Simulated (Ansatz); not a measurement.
SnO2 (Pa-3, No. 205, 12 atoms in the cell; start mp-697; a measured phase of this formula has another space group), treated with HSE06+SOC (Ansatz, a quantum-chemistry and plane-wave program, PAW).

Numerical settings: plane-wave cutoff 460 eV, 4×4×4 k mesh, Fermi–Dirac smearing 0.01 eV, PAW data made under PBE.

Cell (relaxed with PBEsol):

```
CELL_PARAMETERS angstrom
      5.11227     0.00000     0.00000
      0.00000     5.11227     0.00000
      0.00000     0.00000     5.11227
ATOMIC_POSITIONS crystal
  Sn 0.00000 0.50000 0.50000
  Sn 0.50000 0.50000 0.00000
  Sn 0.50000 0.00000 0.50000
  Sn 0.00000 0.00000 0.00000
  O  0.33931 0.16069 0.83931
  O  0.66069 0.83931 0.16069
  O  0.16069 0.83931 0.33931
  O  0.83931 0.16069 0.66069
  O  0.83931 0.33931 0.16069
  O  0.16069 0.66069 0.83931
  O  0.66069 0.66069 0.66069
  O  0.33931 0.33931 0.33931
```

Problem. Estimate the band gap and smallest direct gap on the k points sampled that the calculation returns.

Solution. 
band gap: 2.51 eV (indirect)
smallest direct gap on the k points sampled: 2.59 eV

Note: cell and atoms aren't relaxed at this level (pressure -3.6 GPa).

The computed numbers hold no vibrational or temperature effects.

A start named mp-… is a Materials Project structure, which need not be a measured phase.
